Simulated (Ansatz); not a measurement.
System: LaN (P6₃mc, No. 186, 4 atoms in the cell; start mp-567290; a measured phase of this formula has another space group). Method: HSE06+SOC (plane waves, PAW; Ansatz, a quantum-chemistry and plane-wave program).

Run with plane-wave cutoff 600 eV, 9×9×4 k mesh (along the axes of the cell as run), Fermi–Dirac smearing 0.01 eV, PAW data made under PBE.

Cell (relaxed with PBEsol):

```cif
data_La2N2
_chemical_formula_sum 'La2 N2'
_space_group_name_H-M_alt 'P 1'
_space_group_IT_number 1
_cell_length_a 4.11539
_cell_length_b 4.11539
_cell_length_c 5.81091
_cell_angle_alpha 90.000
_cell_angle_beta 90.000
_cell_angle_gamma 120.000
loop_
_space_group_symop_operation_xyz
  'x, y, z'
loop_
_atom_site_label
_atom_site_type_symbol
_atom_site_fract_x
_atom_site_fract_y
_atom_site_fract_z
_atom_site_occupancy
La1 La 0.33333 0.66667 0.99494 1
La2 La 0.66667 0.33333 0.49494 1
N1 N 0.33333 0.66667 0.41506 1
N2 N 0.66667 0.33333 0.91506 1
```

**Question.** Predict the band gap, smallest direct gap on the k points sampled and direct gap at Γ.

**Answer.** 
- band gap = 2.10 eV (indirect)
- smallest direct gap on the k points sampled = 2.32 eV
- direct gap at Γ = 2.60 eV

Note: cell and atoms aren't relaxed at this level (pressure 2.0 GPa).

The result took about 2.5 core-hours (a rough figure).

A start named mp-… is a Materials Project structure, which need not be a measured phase.
